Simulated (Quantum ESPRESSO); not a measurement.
Input and output of a self-consistent single point for MoS2 (P-6m2, 3 atoms in the cell) (Quantum ESPRESSO).

Level of theory: LDA (PW92)+U, PseudoDojo standard norm-conserving (LDA) pseudopotentials (plane waves; Quantum ESPRESSO).

```yaml
crystal:
  lattice:
    - [3.14497, 0.00000, 0.00000]
    - [-1.57248, 2.72362, 0.00000]
    - [0.00000, 0.00000, 17.12138]
  atoms:
    - { symbol: Mo, position: [0.00000, 0.00000, 0.00000] }
    - { symbol: S, position: [0.33333, 0.66667, 0.08949] }
    - { symbol: S, position: [0.33333, 0.66667, 0.91051] }
```

Reference input (self-consistent single point, DFT, LDA (PW92), plane waves, PseudoDojo standard norm-conserving (LDA) pseudopotentials): ecutwfc = 80 Ry; occupations = fixed; potentials = {Mo: Mo.upf, S: S.upf}; K_POINTS = automatic 6 6 1 0 0 0; nbnd = 15; conv_thr = 1e-10 Ry; mixing_beta = 0.3. This run's input differs from it in these lines:

```diff
@@ -34,2 +34,4 @@
    0.0000000000     0.0000000000    17.1213840000
+HUBBARD {ortho-atomic}
+U Mo-4d 3
```

The program printed (abridged):

```
     Self-consistent Calculation

     iteration #  1     ecut=    80.00 Ry     beta= 0.30

---- Real-time Memory Report at c_bands before calling an iterative solver
           120 MiB given to the printing process from OS
            87 MiB allocation reported by mallinfo(arena+hblkhd)
------------------

     =================== HUBBARD OCCUPATIONS ===================
     ------------------------ ATOM    1 ------------------------
     Tr[ns(  1)] =   4.57065
     eigenvalues:
       0.392  0.392  0.482  0.482  0.537

     Number of occupied Hubbard levels =    4.5707

     negative rho (up, down):  7.806E-08 0.000E+00

   [... lines left out ...]
     estimated scf accuracy    <          1.2E-09 Ry

     iteration # 16     ecut=    80.00 Ry     beta= 0.30

---- Real-time Memory Report at c_bands before calling an iterative solver
           170 MiB given to the printing process from OS
           139 MiB allocation reported by mallinfo(arena+hblkhd)
------------------

     =================== HUBBARD OCCUPATIONS ===================
     ------------------------ ATOM    1 ------------------------
     Tr[ns(  1)] =   5.26137
     eigenvalues:
       0.479  0.479  0.539  0.539  0.596

     Number of occupied Hubbard levels =    5.2614

     HUBBARD ENERGY =    0.2727  (Ry)
     End of self-consistent calculation

     highest occupied, lowest unoccupied level (ev):    -0.3540    1.2700

!    total energy              =    -184.90956433 Ry
     estimated scf accuracy    <          7.4E-12 Ry

     Hubbard energy            =       0.27271139 Ry

     convergence has been achieved in  16 iterations

     Forces acting on atoms (cartesian axes, Ry/au):

     atom    1 type  1   force =     0.00000000    0.00000000    0.00000000
     atom    2 type  2   force =     0.00000000    0.00000000    0.00927566
     atom    3 type  2   force =     0.00000000    0.00000000   -0.00927566

     Total force =     0.013118     Total SCF correction =     0.000006

          total   stress  (Ry/bohr**3)                   (kbar)     P=       -0.95
  -0.00003669   0.00000000   0.00000000           -5.40        0.00        0.00
   0.00000000  -0.00003669   0.00000000            0.00       -5.40        0.00
   0.00000000   0.00000000   0.00005394            0.00        0.00        7.93

   JOB DONE.
```

The run converged in 16 iterations. Against the reference run the pressure hardly changes (-0.05 to -0.10 GPa), the largest force goes from 0.255 to 0.238 eV/Å and the gap on the mesh goes from 1.677 to 1.624 eV.

The starting cell comes from a database of computed structures (which also holds hypothetical and non-ambient phases and stackings), without a prior relaxation at this level. Its lattice was rescaled by a random factor within 2.5 % of one. Spin polarisation is off. The U value is a test value, and with U on an open shell several self-consistent states can exist.

Cost on one core of a shared machine: roughly 50 s.
